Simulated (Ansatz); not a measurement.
An ideal cubic perovskite cell is held by its symmetry; such compounds can tilt or shift off centre at room temperature. Cells marked so need not be the phases stable at ambient conditions, and some may be hypothetical.

No gap correction and no spin-orbit coupling; mid-gap values are interpolated between computed energies.

A. CsPbF₃ (Pm-3m, cubic perovskite, not sure to be the ambient phase, 5 atoms a cell, 22.6 Å³ an atom), along the normal of (111)
B. AlP (F-43m, zinc blende, 2 atoms a cell, 20.5 Å³ an atom), along the normal of (001)
C. WO₃ (P4/nmm, not sure to be the ambient phase, 8 atoms a cell, 14.0 Å³ an atom, -2 GPa at this level), along the normal of (110)

**Question.** Order them by mid-gap decay constant of the slowest evanescent state (lowest first) at the level PBEsol run with Ansatz (a program for electronic structure).

**Answer.** C (0.10 1/Å), B (0.17 1/Å), A (0.23 1/Å)
